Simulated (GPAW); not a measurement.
## A self-consistent single point of ScOF (P2_1/c, 12 atoms in the cell) with GPAW

Computed with LDA (Perdew-Wang 92), GPAW PAW datasets LDA (gpaw-data 1.0.1) (plane waves; GPAW 25.7.0).

Input as run:

```python
from ase import Atoms
from ase.units import GPa
from gpaw import GPAW

atoms = Atoms(['Sc', 'Sc', 'Sc', 'Sc', 'O', 'O', 'O', 'O', 'F', 'F', 'F', 'F'],
              cell=[[5.184280, 0.000000, 0.000000],
                    [0.000000, 5.155950, 0.000000],
                    [-0.898970, 0.000000, 5.172024]],
              scaled_positions=[[0.692190, 0.472490, 0.287750],
                                [0.307810, 0.527510, 0.712250],
                                [0.307810, 0.972490, 0.212250],
                                [0.692190, 0.027510, 0.787750],
                                [0.544100, 0.746290, 0.012160],
                                [0.455900, 0.253710, 0.987840],
                                [0.455900, 0.246290, 0.487840],
                                [0.544100, 0.753710, 0.512160],
                                [0.943110, 0.325310, 0.657830],
                                [0.056890, 0.674690, 0.342170],
                                [0.056890, 0.825310, 0.842170],
                                [0.943110, 0.174690, 0.157830]],
              pbc=True)

calc = GPAW(mode={'name': 'pw', 'ecut': 950},
            xc='LDA',
            kpts=(3, 3, 3),
            occupations={'name': 'fermi-dirac', 'width': 0.0},
            nbands=-6,
            convergence={'density': 1e-05, 'bands': -4},
            symmetry={'symmorphic': False, 'tolerance': 0.0005},
            maxiter=150,
            txt='-')

atoms.calc = calc

energy = atoms.get_potential_energy()
print('Energy (eV):', round(energy, 6))
forces = atoms.get_forces()
print('Forces (eV/Ang):')
print(forces.round(5))
stress = atoms.get_stress()
print('Stress (GPa, Voigt):', (stress / GPa).round(4))
```

Log, with long lists cut:

```
Input parameters:
  convergence: {bands: -4,
                density: 1e-05}
  kpts: [3 3 3]
  maxiter: 150
  mode: {ecut: 950,
         name: pw}
  nbands: -6
  occupations: {name: fermi-dirac,
                width: 0.0}
  symmetry: {symmorphic: False,
             tolerance: 0.0005}

species:
  Sc:
    name: Scandium
    Z: 21.0
    valence: 11
    core: 10
    charge: 0.0
    file: Sc.LDA.gz

    # Using partial waves for Sc as LCAO basis

  O:
    name: Oxygen
    Z: 8.0
    valence: 6
    core: 2
    charge: 0.0
    file: O.LDA.gz

    # Using partial waves for O as LCAO basis

  F:
    name: Fluorine
    Z: 9.0
    valence: 7
    core: 2
    charge: 0.0
    file: F.LDA.gz

    # Using partial waves for F as LCAO basis

Reference energy: -101873.980291  # eV

Spin-paired calculation

Convergence criteria:
 Maximum [total energy] change in last 3 cyles: 0.0005 eV / valence electron
 Maximum integral of absolute [dens]ity change: 1e-05 electrons / valence electron
 Maximum integral of absolute [eigenst]ate change: 4e-08 eV^2 / valence electron
 Maximum number of scf [iter]ations: 150

Symmetries present (total): 4
Symmetries with fractional translations: 2
27 k-points: 3 x 3 x 3 Monkhorst-Pack grid
10 k-points in the irreducible part of the Brillouin zone
       k-points in crystal coordinates                weights
   0:     0.00000000    0.00000000    0.00000000          1/27
   1:     0.00000000    0.00000000    0.33333333          2/27
   2:     0.00000000    0.33333333    0.00000000          2/27
   3:     0.00000000    0.33333333    0.33333333          4/27
   4:     0.33333333    0.00000000   -0.33333333          2/27
   5:     0.33333333    0.00000000    0.00000000          2/27
   6:     0.33333333    0.00000000    0.33333333          2/27
   7:     0.33333333    0.33333333   -0.33333333          4/27
   8:     0.33333333    0.33333333    0.00000000          4/27
   9:     0.33333333    0.33333333    0.33333333          4/27

Wave functions: Plane wave expansion
  Cutoff energy: 950.000 eV
  Number of coefficients (min, max): 9167, 9213
  Pulay-stress correction: 0.000000 eV/Ang^3 (de/decut=0.000000)

Occupation numbers: # Zero width

Eigensolver

Densities:
  Coarse grid: 40*40*40 grid
  Fine grid: 80*80*80 grid
  Total Charge: 0.000000

Density mixing:
  Method: separate
  Backend: pulay
  Linear mixing parameter: 0.05
  old densities: 5
  Damping of long wavelength oscillations: 50

Hamiltonian:
  XC and Coulomb potentials evaluated on a 80*80*80 grid
  External potential:
    NoExternalPotential

Number of atoms: 12
Number of atomic orbitals: 84
Number of bands in calculation: 54
Number of valence electrons: 96
Bands to converge: 50

Density initialized from atomic densities
  54 bands from LCAO basis set

Atomic positions and initial magnetic moments

Positions:
   0 Sc     3.329828    2.436135    1.488250    ( 0.0000,  0.0000,  0.0000)
   1 Sc     0.955482    2.719815    3.683774    ( 0.0000,  0.0000,  0.0000)
   2 Sc     1.404967    5.014110    1.097762    ( 0.0000,  0.0000,  0.0000)
   3 Sc     2.880343    0.141840    4.074262    ( 0.0000,  0.0000,  0.0000)
   4 O      2.809835    3.847834    0.062892    ( 0.0000,  0.0000,  0.0000)
   5 O      1.475475    1.308116    5.109132    ( 0.0000,  0.0000,  0.0000)
   6 O      1.924960    1.269859    2.523120    ( 0.0000,  0.0000,  0.0000)
   7 O      2.360350    3.886091    2.648904    ( 0.0000,  0.0000,  0.0000)
   8 F      4.297977    1.677282    3.402313    ( 0.0000,  0.0000,  0.0000)
   9 F     -0.012667    3.478668    1.769711    ( 0.0000,  0.0000,  0.0000)
  10 F     -0.462152    4.255257    4.355723    ( 0.0000,  0.0000,  0.0000)
  11 F      4.747462    0.900693    0.816301    ( 0.0000,  0.0000,  0.0000)

Unit cell:
           periodic     x           y           z      points  spacing
  1. axis:    yes    5.184280    0.000000    0.000000    40     0.1277
  2. axis:    yes    0.000000    5.155950    0.000000    40     0.1289
  3. axis:    yes   -0.898970    0.000000    5.172024    40     0.1293

  Lengths:   5.184280   5.155950   5.249569
  Angles:   90.000000  99.860297  90.000000

Effective grid spacing dv^(1/3) = 0.1293

     iter     time        total  log10-change:
                         energy   eigst   dens
iter:   1 --:--:--  -110.774929   +0.91
iter:   2 --:--:--  -108.354798   +0.22  -1.04
iter:   3 --:--:--   -98.594096   +0.66  -1.08
iter:   4 --:--:--  -100.259766   +0.34  -1.44
iter:   5 --:--:--  -100.871779   -0.18  -1.47
iter:   6 --:--:--  -101.001780   -0.77  -1.46
   [... 7 lines left out ...]
iter:  14 --:--:--  -102.543140   +0.25  -1.94
iter:  15 --:--:--  -101.764582   -0.49  -1.68
iter:  16 --:--:--  -100.803082   -0.29  -1.78
iter:  17 --:--:--  -100.875350   -0.93  -2.39
iter:  18 --:--:--  -100.897919   -1.16  -2.30
iter:  19 --:--:--  -100.860125c  -2.20  -2.50
iter:  20 --:--:--  -100.852508c  -2.49  -2.69
iter:  21 --:--:--  -100.850374c  -2.11  -2.82
iter:  22 --:--:--  -100.851205c  -2.71  -2.85
iter:  23 --:--:--  -100.851033c  -3.12  -3.13
iter:  24 --:--:--  -100.851198c  -3.38  -3.18
   [... 21 lines left out ...]
iter:  46 --:--:--  -100.850994c  -5.18  -4.44
iter:  47 --:--:--  -100.850993c  -5.42  -4.58
iter:  48 --:--:--  -100.850992c  -5.47  -4.69
iter:  49 --:--:--  -100.850992c  -5.59  -4.95
iter:  50 --:--:--  -100.850992c  -5.56  -4.99
iter:  51 --:--:--  -100.850992c  -5.66  -5.00c
iter:  52 --:--:--  -100.850992c  -5.74  -5.09c
iter:  53 --:--:--  -100.850992c  -5.84  -4.93
iter:  54 --:--:--  -100.850992c  -6.03  -5.23c
iter:  55 --:--:--  -100.850993c  -6.03  -5.18c
iter:  56 --:--:--  -100.850993c  -6.19  -4.86
iter:  57 --:--:--  -100.850993c  -6.31  -4.84
iter:  58 --:--:--  -100.850993c  -6.31  -4.82
iter:  59 --:--:--  -100.850992c  -6.16  -4.81
iter:  60 --:--:--  -100.850992c  -6.31  -5.09c
iter:  61 --:--:--  -100.850992c  -6.37  -5.23c
iter:  62 --:--:--  -100.850993c  -6.34  -5.26c
iter:  63 --:--:--  -100.850993c  -6.57  -5.06c
iter:  64 --:--:--  -100.850992c  -6.49  -4.99
iter:  65 --:--:--  -100.850992c  -6.70  -5.06c
iter:  66 --:--:--  -100.850992c  -6.80  -5.13c
iter:  67 --:--:--  -100.850992c  -6.78  -5.21c
iter:  68 --:--:--  -100.850992c  -6.65  -5.40c
iter:  69 --:--:--  -100.850992c  -7.00  -5.43c
iter:  70 --:--:--  -100.850992c  -7.09  -5.69c
iter:  71 --:--:--  -100.850992c  -7.11  -5.90c
iter:  72 --:--:--  -100.850992c  -7.16  -5.89c
iter:  73 --:--:--  -100.850992c  -7.26  -5.93c
iter:  74 --:--:--  -100.850992c  -7.37  -5.95c
iter:  75 --:--:--  -100.850992c  -7.42c -5.98c

Converged after 75 iterations.

Dipole moment: (0.000000, 0.000000, -0.000000) |e|*Ang

Energy contributions relative to reference atoms: (reference = -101873.980291)

Kinetic:        +70.377560
Potential:      -84.184241
External:        +0.000000
XC:             -88.181572
Entropy (-ST):   +0.000000
Local:           +1.137261
SIC:             +0.000000
--------------------------
Free energy:   -100.850992
Extrapolated:  -100.850992

Showing only first 2 kpts
 Kpt  Band  Eigenvalues  Occupancy
  0    46      3.43740    2.00000
  0    47      3.43971    2.00000
  0    48      8.09224    0.00000
  0    49      8.38220    0.00000

  1    46      3.45491    2.00000
  1    47      3.51510    2.00000
  1    48      8.36162    0.00000
  1    49      8.37009    0.00000

Fermi level: 5.81230

Gap: 4.532 eV
Transition (v -> c):
  (s=0, k=8, n=47, [0.33, 0.33, 0.00]) -> (s=0, k=5, n=48, [0.33, 0.00, 0.00])
Direct/indirect transitions are different
Direct gap: 4.564 eV
Transition at: (s=0, k=8, n=47, [0.33, 0.33, 0.00])
Energy (eV): -100.850992

Forces in eV/Ang:
  0 Sc   -0.14687    0.03146    0.02090
  1 Sc    0.14687   -0.03146   -0.02090
  2 Sc    0.14687    0.03146   -0.02090
  3 Sc   -0.14687   -0.03146    0.02090
  4 O    -0.14304    0.02156   -0.00184
  5 O     0.14304   -0.02156    0.00184
  6 O     0.14304    0.02156    0.00184
  7 O    -0.14304   -0.02156   -0.00184
  8 F     0.00337    0.05130   -0.07405
  9 F    -0.00337   -0.05130    0.07405
 10 F    -0.00337    0.05130    0.07405
 11 F     0.00337   -0.05130   -0.07405

Stress tensor:
     0.060099     0.000000     0.002072
     0.000000     0.064151     0.000000
     0.002072     0.000000     0.062174
Stress (GPa, Voigt): [ 9.6289 10.2781  9.9614  0.      0.3319  0.    ]
```

The run converged in 75 iterations. GPAW prints stress with tension positive.

At such cutoffs GPAW's stress carries a finite-basis (Pulay) error, which enters relaxed cells too; its log prints stress with tension positive.

The starting cell comes from a database of computed structures (which also holds hypothetical and non-ambient phases and stackings), without a prior relaxation at this level. Another mesh or the band path of this cell gives a smaller gap, so this value is not converged in the mesh.

Cost on one core of a shared machine: roughly 7 min.
